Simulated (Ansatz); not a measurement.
## SiO2: stress against strain

SiO2 (rutile, P4_2/mnm, 8.046 Å³/atom and stress up to 0.01 GPa in the relaxed cell, c along z) under a strain ε along c (axis z), the other axes held. PBE in Ansatz, a plane-wave DFT program (PAW, default set), 420 eV, 8×8×12 Γ-centred mesh, Fermi-Dirac smearing 0.05 eV; ions are relaxed, or left where forces stay under 0.02 eV/Å, within the symmetry of each cell. Stress is positive for a compressed cell.

Here s stands for strain and y for stress zz.

```
strain (%)  stress zz (GPa)
----------  ---------------
-1.20                  8.65
-0.60                  4.23
0.00                   0.00
0.60                  -4.05
1.20                  -7.93
3.00                      ?
```

Fit y against s with a straight line, and predict the withheld value at s = 3.00.

Means: s 0, y 0.180. About the means, the sum of products is -24.864 and the sum of squares of s is 3.6000; the slope is their ratio. Least squares gives y = 0.180 - 6.9067·s. Residuals (row less fit): 0.182, -0.094, -0.180, -0.086, 0.178; standard error 0.194 (degrees of freedom: 3). The slope gives the elastic constant C33 = 691 ± 10 GPa (± standard error of the fit, which holds the terms cut off). At the withheld row, y = 0.180 - 6.9067 × 3.0 = -20.540 GPa. The calculation gives -18.55 GPa, 1.990 GPa above the prediction (7.3 % of the range of y in the table). The row lies outside the fitted rows, so this is an extrapolation. From the scatter of the fitted rows alone, a prediction at this place has a standard error of 0.374 GPa, so the miss is 5.3 times that.

A polynomial of degree 2 through the 10 other runs of the series gives -18.49 there, so most of the miss is curvature that the fit leaves out. SiO2 is here stishovite, a high-pressure form. Rows are the converged runs of the series near zero and its far end; series whose fitted rows scatter by over a few per cent of the range, as at a crossing or softening among them, aren't shown in this form, nor equations of state whose B0' disagrees with the runs' pressures. Most that stay on the fit to the last digits aren't either.
